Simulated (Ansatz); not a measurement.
The starting structures come from a database of crystals and need not be the phases stable at ambient conditions.

 Where the default PAW files enter, the runs use the earlier of Ansatz's two default sets.

By PBEsol, the system below comes out a metal.

Without scattering a metal conducts by its projected Fermi surface.

Data:

```xyz
8
Lattice="5.0015 0.0000 0.0000 2.5007 13.1841 0.0000 2.5007 -0.1581 1.4351" Properties=species:S:1:pos:R:3 pbc="T T T"
Al     3.3343     3.2565     0.3588
Al     6.6686     9.7695     1.0763
V      3.3343     7.6382     0.8415
V      6.6686     5.3878     0.5936
V      1.6672     1.1252     0.1240
V      8.3358    11.9008     1.3112
C      0.0000     0.0000     0.0000
C      5.0015     6.5130     0.7176
```

Space group of this cell: P6_3/mmc. The cell is taken as given; by PBEsol its mean pressure is -3.7 GPa.

The current flows along the normal of the first two printed cell vectors, the (111) plane of the conventional cell. No spin-orbit coupling; the value is a mean over 0.1 eV about the Fermi level.

Q: Estimate the ballistic conductance per area that Ansatz (an electronic-structure program) with PBEsol returns for this system.

A: 0.74 × 10¹⁵ S/m² for both spins.
